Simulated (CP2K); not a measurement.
**How far to go with the k-point mesh: Sb (Im-3m, 1 atom in the cell)**

```
Sb
1.0
    3.22505     0.00000     0.00000
   -1.07502     3.04061     0.00000
   -1.07502    -1.52030     2.63324
Sb
1
Direct
  0.00000   0.00000   0.00000
```

Computed with LDA (Pade form), GPW, DZVP-MOLOPT-SR-GTH basis, GTH-PADE potentials (GTH_POTENTIALS) in CP2K.

Base settings: CUTOFF = 400 Ry; REL_CUTOFF = 50 Ry; SMEAR/METHOD = GAUSSIAN; SIGMA = 0.1 eV; KPOINTS/SCHEME = MONKHORST-PACK 6 6 6; GAMMA_CENTERED = T; XC_FUNCTIONAL = PADE; Sb/BASIS_SET = DZVP-MOLOPT-SR-GTH-q5; Sb/POTENTIAL = GTH-PADE-q5; METHOD = GPW.

Moved along: GAMMA_CENTERED.

The second cell is the first with its lattice scaled by 0.98.

Only quantities that move along the ladder and can be compared are tabulated.

The starting cell comes from a database of computed structures (which also holds hypothetical and non-ambient phases and stackings), without a prior relaxation at this level. Its lattice was rescaled by up to half a per cent. Values carry the incompleteness of an atom-centred basis.

Steps (KPOINTS/SCHEME): MONKHORST-PACK 2 2 2; MONKHORST-PACK 3 3 3; MONKHORST-PACK 4 4 4; MONKHORST-PACK 5 5 5; MONKHORST-PACK 6 6 6; MONKHORST-PACK 7 7 7; MONKHORST-PACK 8 8 8; MONKHORST-PACK 9 9 9; MONKHORST-PACK 11 11 11; MONKHORST-PACK 12 12 12; MONKHORST-PACK 13 13 13; MONKHORST-PACK 15 15 15; MONKHORST-PACK 16 16 16; MONKHORST-PACK 18 18 18; MONKHORST-PACK 20 20 20.

**Question.** What is the coarsest KPOINTS/SCHEME that holds the free energy within 5 meV/atom of the last step, with all finer ones?

**Answer.** MONKHORST-PACK 13 13 13; the step before is off by 10 meV/atom.

**Question.** What is the coarsest KPOINTS/SCHEME that holds the pressure within 0.2 GPa of the last step, with all finer ones?

**Answer.** MONKHORST-PACK 16 16 16; the step before is off by 0.26 GPa.

**Question.** What is the coarsest KPOINTS/SCHEME that holds the energy of the compressed cell less the first within 2 meV/atom of the last step, with all finer ones?

**Answer.** MONKHORST-PACK 15 15 15; the step before is off by 3.6 meV/atom.

```tsv
KPOINTS/SCHEME	free energy less the last step's (meV/atom)	energy of the compressed cell less the first (meV/atom)	pressure (GPa)
MONKHORST-PACK 2 2 2	-61.81	85.30	5.93
MONKHORST-PACK 3 3 3	-342.51	60.88	3.49
MONKHORST-PACK 4 4 4	82.46	3.99	-1.79
MONKHORST-PACK 5 5 5	31.66	16.20	-0.52
MONKHORST-PACK 6 6 6	64.43	42.20	2.11
MONKHORST-PACK 7 7 7	84.06	24.38	0.50
MONKHORST-PACK 8 8 8	19.98	24.56	0.22
MONKHORST-PACK 9 9 9	-19.01	29.74	0.64
MONKHORST-PACK 11 11 11	-1.92	23.89	0.15
MONKHORST-PACK 12 12 12	-10.26	29.86	0.82
MONKHORST-PACK 13 13 13	0.45	24.82	0.43
MONKHORST-PACK 15 15 15	1.03	26.73	0.41
MONKHORST-PACK 16 16 16	0.96	28.37	0.68
MONKHORST-PACK 18 18 18	-1.71	29.13	0.67
MONKHORST-PACK 20 20 20	0.00	28.39	0.68
```

Two neighbours can agree and both be off: MONKHORST-PACK 7 7 7 and MONKHORST-PACK 8 8 8 differ by 0.18 meV/atom in the energy of the compressed cell less the first, yet lie about 3.8 meV/atom from the last step.
